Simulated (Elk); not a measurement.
Convergence series on MgRh (Pm-3m, 2 atoms in the cell)

```yaml
crystal:
  lattice:
    - [3.08685, 0.00000, 0.00000]
    - [0.00000, 3.08685, 0.00000]
    - [0.00000, 0.00000, 3.08685]
  atoms:
    - { symbol: Mg, position: [0.00000, 0.00000, 0.00000] }
    - { symbol: Rh, position: [0.50000, 0.50000, 0.50000] }
```

Method: LDA (PW92), all-electron FP-LAPW, Elk's shipped species files, default APW+lo basis run with Elk 10.2.4.

The starting cell comes from a database of computed structures (which also holds hypothetical and non-ambient phases and stackings), without a prior relaxation at this level. Spin polarisation is off. Values depend on the basis (sphere radii, cutoffs, local orbitals), which need not be converged.

Held fixed: stype = 0; swidth = 0.00734986 Ha; rmtscf = 0.99; maxscl = 100.

ΔE is the total energy (no entropy term) per atom less that of the last row (26 26 26).

```
ngridk    ΔE (meV/atom)  k-points  basis size
--------  -------------  --------  ----------
1 1 1           -1990.2         1         107
2 2 2             936.6         4         120
3 3 3              77.6         4         114
4 4 4             -80.1        10         120
5 5 5              68.3        10         115
6 6 6             -25.4        20         120
7 7 7               8.1        20         116
9 9 9              -7.0        35         116
10 10 10            3.8        56         120
12 12 12           -3.2        84         120
13 13 13           1.37        84         120
14 14 14           0.00       120         120
17 17 17          -1.18       165         120
21 21 21           0.33       286         120
26 26 26           0.00       560         120
```

Energy within 10 meV/atom of the last row: from ngridk = 7 7 7 on; the one before it is off by 25 meV/atom.
